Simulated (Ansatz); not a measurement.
Start from Si in the diamond structure (space group Fd-3m, No. 227; a = 5.444 Å).

The change: cell and atoms relaxed at a pressure of 5 GPa.

Levels (all Ansatz, an electronic-structure program, PAW, earlier PAW set): r2SCAN (500 eV, without spin-orbit coupling); HSE06 (420 eV, no SOC).

The geometry is relaxed with r2SCAN.

| Quantity | Result |
|---|---|
| r2SCAN lowest conduction level above the VBM at special points | X 0.83 eV; K 1.36 eV; U 1.36 eV; Γ 2.76 eV |

With HSE06 at the same geometry, the lowest conduction level above the VBM at special points changes from X 0.83 eV; K 1.36 eV; U 1.36 eV; Γ 2.76 eV to X 1.19 eV; K 1.75 eV; U 1.75 eV; Γ 3.33 eV.

Single points use the geometry relaxed with r2SCAN. Their cutoffs differ, which shifts pressures a little. HSE06 was sampled on its mesh, a few special points and the semilocal edge points, so its gap is an upper bound. The levels and masses belong to the bands next to the band gap. Load acts through the strain it causes; cell and atoms are relaxed under it. Whether these cells are dynamically stable was not tested. Tetrahedral semiconductors of this kind turn to denser phases somewhere between about 1 and 50 GPa; those were not computed, so compressed cells here can lie past the real transition.
